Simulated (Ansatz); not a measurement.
Structure of amorphous Si24O51La2 (periodic cell):

```xyz
77
Lattice="10.5372 0.0000 0.0000 0.0000 10.5372 0.0000 0.0000 0.0000 10.5372" Properties=species:S:1:pos:R:3 pbc="T T T"
Si     7.6752     5.6994     0.6380
Si     6.0023     5.7052     8.5404
Si    10.1734     9.2592     8.2741
Si     1.9414     6.8703     3.6076
Si     2.0743     5.5922     6.5117
Si     7.7017     5.2340     6.0149
Si     7.1666     5.2360     3.3203
Si     4.2186     8.7124     4.4041
Si     6.5807    10.1576     3.4213
Si     4.4571     3.2179     9.1828
Si     6.7955     9.8665     0.2734
Si     4.5960    10.0760     8.9284
Si     7.4435     0.3426     8.2522
Si     9.1852     8.0676     0.4240
Si     4.0782     1.0999     3.7068
Si     4.1258     7.7485     7.3657
Si     1.8623     0.8304     9.2275
Si     3.1876     2.9816     6.1572
Si     9.1925     0.9288     3.8536
Si     8.6688     2.4481     6.4315
Si     2.6340     2.0980     1.0675
Si    10.1280     7.2679     5.8046
Si    10.3794     8.9318     3.2503
Si     0.7998     3.1344     7.5981
O      8.7188     9.9010     7.8764
O      1.1375     4.7647     7.5601
O      3.7740     8.7180     8.6025
O      8.1106     4.1389     0.6752
O      9.6819     8.0749     4.4817
O      3.9777     2.9058     7.5788
O      3.4840     7.3092     3.9447
O      4.2844     8.6426     6.0207
O      8.7865     5.0848     3.4177
O      6.8508    10.3657     1.8113
O      1.6327     2.4707     6.3592
O      9.0667     6.1518     6.2612
O      5.2095     9.8571    10.4409
O     10.5054    10.5119     3.5587
O      1.1246     6.5024     5.3630
O      6.7618     5.8623     4.8333
O      9.1776     6.4441     0.5508
O      6.9096     6.2402     1.9909
O      2.8724     6.7301     7.2881
O      5.5184     7.0274     7.7192
O      7.5710     0.4818     9.9124
O      3.7383     2.1355     4.8997
O      5.7562     2.4596     9.7111
O      1.2626     2.3370     8.9325
O      1.3290     8.3001     3.1574
O      2.0105     0.7359     0.3105
O      5.7398     8.8106     3.7732
O      5.9374    10.2610     7.9801
O      8.0073    10.3056     4.1301
O      3.0405     4.5784     5.6930
O      6.8268     6.1122     9.8629
O      3.3504     3.0316    10.4297
O      4.7106     4.8467     9.0172
O      3.4230     0.6505     8.7110
O      7.0046     5.0163     7.4706
O     10.1151     8.4801     9.7041
O      7.6337     8.5061     0.1127
O      9.6227     8.7417     1.8260
O      7.5554     1.6419     7.3071
O      8.8563     1.9862     2.6965
O      9.7430     3.0006     7.5194
O      1.5109     5.6067     2.8126
O      0.0078     8.2219     7.0558
O      0.8522    10.3326     8.4622
O      8.0355     3.6859     5.6286
O      3.4750    10.1257     3.9816
O      5.7170     0.9631     3.7690
O      6.2661     3.9313     2.9969
O      3.8151     1.6116     2.1688
O      1.4713     2.8004     1.8678
O      9.4529     1.5338     5.3516
La     6.6578     2.4694     1.4056
La    10.2615     4.1645     2.0405
```

Calculation: PBE, scalar-relativistic without spin-orbit coupling (plane waves to 420 eV, PAW; Ansatz, a quantum-chemistry and plane-wave program).

Preparation: random packing, a CHGNet melt and quench, and a DFT relaxation. O atoms were pushed apart under 1.9 Å during the dynamics, to hinder bonds among them. The hot cell started wider than the set density and was brought back towards it in steps. It is the lowest in DFT energy of 2 quenches. It is a model cell: composition and starting density were chosen by hand, and all elements were melted together. No dispersion term was used. Its density started from a set value of 2.51 and ended at 2.51 g/cm³. The quench (nominally 400 K/ps over its main leg) was far faster than any real one, so the model tends to hold more defects than a real film. Values belong to this one cell and scatter from quench to quench. The volume was held where the preparation left it, at a PBE pressure of 1.0 GPa. Stress components on the final sampling reach 2.6 GPa.

Neighbours within Si-Si 2.60 Å, Si-O 2.08 Å, Si-La 3.20 Å, O-O 1.58 Å, O-La 3.00 Å, La-La 3.96 Å count as bonded. Two cations that share two anions don't count as bonded, nor two that share one unless they lie closer than Si-Si 2.38 Å, Si-La 3.11 Å, La-La 3.85 Å.

Q: Give the coordination numbers, mean bond lengths and angles.

A: 
```json
{
  "Mean coordination of Si by anions": "4.00 (24 with 4)",
  "Mean coordination of O": "2.14 (44 with 2, 7 with 3)",
  "Mean coordination of La by anions": "6.50 (1 with 6, 1 with 7)",
  "Mean Si-O bond": "1.640 Å (spread 0.046 Å, 96 counted)",
  "Mean O-La bond": "2.551 Å (spread 0.272 Å, 13 counted)",
  "Bond angle at Si": "mean 109.4°, spread 5.2°",
  "Bond angle at O": "mean 130.3°, spread 18.0°",
  "Bond angle at La": "mean 100.1°, spread 31.4°"
}
```

Q: Which atoms depart from the most common coordination of their element?

A: O28 has 3 (Si1 1.62 Å, La76 2.33 Å, La77 2.55 Å); O34 has 3 (Si11 1.62 Å, Si9 1.65 Å, La76 2.68 Å); O39 has 3 (Si5 1.75 Å, Si22 1.77 Å, Si4 1.97 Å); O41 has 3 (Si14 1.63 Å, Si1 1.68 Å, La77 2.93 Å); O45 has 3 (Si11 1.65 Å, Si13 1.67 Å, La76 2.98 Å); O64 has 3 (Si19 1.60 Å, La76 2.59 Å, La77 2.67 Å); O71 has 3 (Si9 1.63 Å, Si15 1.65 Å, La76 2.96 Å); La77 has 6 (O33 2.22 Å, O74 2.22 Å, O66 2.42 Å, O28 2.55 Å, O64 2.67 Å, O41 2.93 Å).

Q: List the pairs of like atoms that count as bonded by the rules above.

A: There are none by these rules.
